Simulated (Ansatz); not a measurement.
Data:

End structure of the (323) surface of tetragonal indium in its 1x1 cell, outermost plane spacing 0.81 Å in the ideal cut:

```yaml
crystal:
  lattice:
    - [5.81828, 0.00000, 0.00000]
    - [-1.15880, 5.85746, 0.00000]
    - [0.00000, 0.00000, 26.50000]
  atoms:
    - { symbol: In, position: [0.20964, 0.59632, 0.31264] }
    - { symbol: In, position: [0.43713, 0.13485, 0.33500] }
    - { symbol: In, position: [0.73352, 0.68289, 0.36348] }
    - { symbol: In, position: [0.96107, 0.20646, 0.39288] }
    - { symbol: In, position: [0.25728, 0.76234, 0.42906] }
    - { symbol: In, position: [0.50055, 0.30486, 0.45343] }
    - { symbol: In, position: [0.78914, 0.84480, 0.48612] }
    - { symbol: In, position: [0.03855, 0.37905, 0.51388] }
    - { symbol: In, position: [0.32714, 0.91899, 0.54657] }
    - { symbol: In, position: [0.57042, 0.46151, 0.57094] }
    - { symbol: In, position: [0.86662, 0.01739, 0.60712] }
    - { symbol: In, position: [0.09417, 0.54096, 0.63652] }
    - { symbol: In, position: [0.39056, 0.08900, 0.66500] }
    - { symbol: In, position: [0.61805, 0.62753, 0.68736] }
```

Slab: 14 atoms, 10.5 Å thick at the start (thin: gaps and levels are the slab's own); k 7x7x1, smearing 0.1 eV, dipole-corrected; single point; on the structure that PBE left under its start's symmetry; no spin, no spin-orbit, no U.

Problem. Predict the work function of the top face from r2SCAN, at the PBE geometry in Ansatz (a first-principles code).

Solution. 4.01 eV
